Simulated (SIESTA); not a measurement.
A working SIESTA input for La2Fe2Si2C (C2/m, 7 atoms in the cell) (DFT, GGA PBEsol, numerical atomic orbitals DZP, PseudoDojo PBEsol standard norm-conserving potentials (rewritten from UPF to PSML)):

```
# files in the folder: La.psml Fe.psml Si.psml C.psml (PseudoDojo PBEsol standard)
SystemName  La2Fe2Si2C
SystemLabel La2Fe2Si2C

NumberOfAtoms                7
NumberOfSpecies              4
%block ChemicalSpeciesLabel
  1 57 La
  2 26 Fe
  3 14 Si
  4 6 C
%endblock ChemicalSpeciesLabel
LatticeConstant              1.0 Ang
%block LatticeVectors
     5.464195000   -1.997860000    0.000000000
     5.464195000    1.997860000    0.000000000
    -4.274589000    0.000000000    5.678157000
%endblock LatticeVectors
AtomicCoordinatesFormat      Ang
%block AtomicCoordinatesAndAtomicSpecies
     1.887147733   -0.000000000    3.959833129  1
     4.766653267    0.000000000    1.718323871  1
     4.925279347    0.000000000    5.236964201  2
     1.728521653    0.000000000    0.441192799  2
     7.798860298    0.000000000    1.351174240  3
    -1.145059298   -0.000000000    4.326982760  3
     0.000000000    0.000000000    0.000000000  4
%endblock AtomicCoordinatesAndAtomicSpecies

XC.functional                GGA
XC.authors                   PBEsol
PAO.BasisSize                DZP
PAO.EnergyShift              0.005 Ry
MeshCutoff                   300 Ry
%block kgrid.MonkhorstPack
    6   0   0  0.0
    0   6   0  0.0
    0   0   4  0.0
%endblock kgrid.MonkhorstPack
OccupationFunction           MP
OccupationMPOrder            0
ElectronicTemperature        0.136 eV

MaxSCFIterations             150
SCF.Mixer.Method             Broyden
SCF.Mixer.Weight             0.1
SCF.Mixer.History            6
SCF.DM.Tolerance             1.0E-04
Diag.ParallelOverK           true
WriteForces                  true
Charge.Mulliken              end
```

The run converged in 15 iterations: free energy E − TS -9120.6069 eV; Fermi level (on the code's own zero) -6.13 eV; pressure -0.56 GPa; largest force (vector length) 0.278 eV/Å. Each of these slips is then made, one at a time:

(1)
```diff
-MeshCutoff                   300 Ry
+MeshCutoff                   300
```

(2)
```diff
-SCF.DM.Tolerance             1.0E-04
+SCF.DM.Tolerance             1.0E-01
+SCF.H.Tolerance              1.0 eV
```

(3)
```diff
+Spin                         spin-orbit
+%block DM.InitSpin
+  1 0.00 0.00 0.00
+  2 0.00 0.00 0.00
+  3 0.00 0.00 0.00
+  4 0.00 0.00 0.00
+  5 0.00 0.00 0.00
+  6 0.00 0.00 0.00
+  7 0.00 0.00 0.00
+%endblock DM.InitSpin
```

Q: How does each altered input end?

A: 
(1) An energy without its unit. The program stopped before any SCF iteration.

(2) A convergence threshold that is too loose. The run converged in 4 iterations without an error; against the sound input the free energy rises by 22.9 meV/atom, the pressure goes from -0.56 to -0.17 GPa and the largest force goes from 0.278 to 0.490 eV/Å.

(3) Spin-orbit coupling with scalar-relativistic potentials. The program stopped before any SCF iteration.

The starting cell comes from a database of computed structures (which also holds hypothetical and non-ambient phases and stackings), without a prior relaxation at this level. Spin polarisation is off. Values carry the incompleteness of an atom-centred basis.

Left out of this page: 3 runs of the series outside the window shown, repeating another row's setting, or not comparable.
